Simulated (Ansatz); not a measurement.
The boundary is one mirror-built cell; no search for the lowest one was made.

- Junction = Σ19 (331) symmetric tilt boundary in fcc Cu, with one B atom a cell (14.4 Å²) in the boundary
- Cell area = 14.36 Å²
- Transmission a spin = 1.418
- Channels of the lower lead = 2.084
- Channels of the upper lead = 2.082

Calculation: PBE (plane waves, PAW; Ansatz, a first-principles code).

Problem. Work out the resistance-area product that the junction adds between diffusive leads.

Solution. AR = A (h/2e²)[1/T − 1/(2N₁) − 1/(2N₂)] = 14.36 × 10⁻²⁰ m² × 12906 Ω × 0.225 = 0.42 × 10⁻¹⁵ Ω m².
